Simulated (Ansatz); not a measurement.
Input and output of a self-consistent single point for MgTe (F-43m, 2 atoms in the cell) (Ansatz, a first-principles code).

Method of the run: LDA (PW92), default PAW files made with PBE (plane waves; Ansatz).

```xyz
2
Lattice="0.0000 3.2260 3.2260 3.2260 0.0000 3.2260 3.2260 3.2260 0.0000" Properties=species:S:1:pos:R:3 pbc="T T T"
Mg     0.0000     0.0000     0.0000
Te     1.6130     1.6130     1.6130
```

Reference input (self-consistent single point, DFT, LDA (PW92), plane waves, default PAW files made with PBE): basis.ecutwfc = 420 eV; kpoints.mp_grid.grid = 7 7 7; hamiltonian.xc = lda; hamiltonian.pseudopotentials = {kind: paw} (the program's default PAW files); scf.occupations.method = fermi_dirac; scf.occupations.width = 0.05 eV. This run's input differs from it in these lines:

Ansatz 0.2 input:
```diff
@@ -11,3 +11,3 @@
 kpoints:
-  mp_grid: { grid: [7, 7, 7] }
+  mp_grid: { grid: [4, 4, 4] }
 hamiltonian:
```

Output (repeated stretches shortened):

```
SCF iter   1: F=—  HF=-8730.452283 eV  |F-HF|=—  |Δ(HF+E_count)|=         —  Δρ=4.68e-3  dr2=5.15e-3  ethr=1.77e-3  ⟨swp⟩=6.0  Hψ=752  notcnv=0
all-band conjugate gradients solve this SCF's bands
preconditioner: auto → none
SCF iter   2: F=—  HF=-8730.446908 eV  |F-HF|=—  |Δ(HF+E_count)|=   5.37e-3  Δρ=1.92e-3  dr2=9.77e-4  ethr=1.98e-5  ⟨swp⟩=2.0  Hψ=335  notcnv=0
SCF iter   3: F=—  HF=-8730.446573 eV  |F-HF|=—  |Δ(HF+E_count)|=   3.35e-4  Δρ=3.74e-4  dr2=1.21e-4  ethr=3.76e-6  ⟨swp⟩=2.1  Hψ=240  notcnv=0
SCF iter   4: F=—  HF=-8730.446524 eV  |F-HF|=—  |Δ(HF+E_count)|=   4.91e-5  Δρ=1.27e-4  dr2=7.07e-6  ethr=4.66e-7  ⟨swp⟩=2.0  Hψ=208  notcnv=0
SCF iter   5: F=—  HF=-8730.446521 eV  |F-HF|=—  |Δ(HF+E_count)|=   2.42e-6  Δρ=2.65e-5  dr2=2.45e-7  ethr=2.72e-8  ⟨swp⟩=2.5  Hψ=214  notcnv=0
SCF iter   6: F=-8730.446521 eV  HF=-8730.446521 eV  |F-HF|=2.55e-11  |Δ(HF+E_count)|=   3.59e-8  Δρ=2.12e-6  dr2=1.86e-9  ethr=3.85e-10  ⟨swp⟩=6.0  Hψ=605  notcnv=0
SCF 1 converged in 6 iterations: F = -8730.446521 eV  dr2 = 1.86e-9
Free energy (F): -8730.446521 eV
Internal energy: -8730.446521 eV  (E = F + TS)
E sigma→0 (E₀):  -8730.446521 eV
Fermi energy:    5.245709 eV
--- Forces (eV/Å), atoms counted from 1 ---
  atom   1  Mg     0.00000000    -0.00000000    -0.00000000
  atom   2  Te     0.00000000    -0.00000000     0.00000000
--- Stress (GPa, compression-positive) ---
       -1.266772      -0.000000      -0.000000
        0.000000      -1.266772       0.000000
       -0.000000       0.000000      -1.266772
  P = ⅓ Tr σ = -1.2668 GPa (-12.668 kbar)
  The stress holds the Pulay correction. Without it, at fixed plane waves, as pw.x and ABINIT print it: P = -1.2844 GPa
```

The run converged in 6 iterations. Against the reference run the free energy goes up by 15.7 meV/atom, the pressure goes from -1.39 to -1.27 GPa and the gap on the mesh goes from 2.207 to 2.197 eV.

The starting cell has typed, rounded lattice constants, without a prior relaxation at this level. Its lattice was rescaled by up to half a per cent. Spin-orbit coupling is off. Ansatz's pressure includes its estimate of the finite-basis (Pulay) stress.
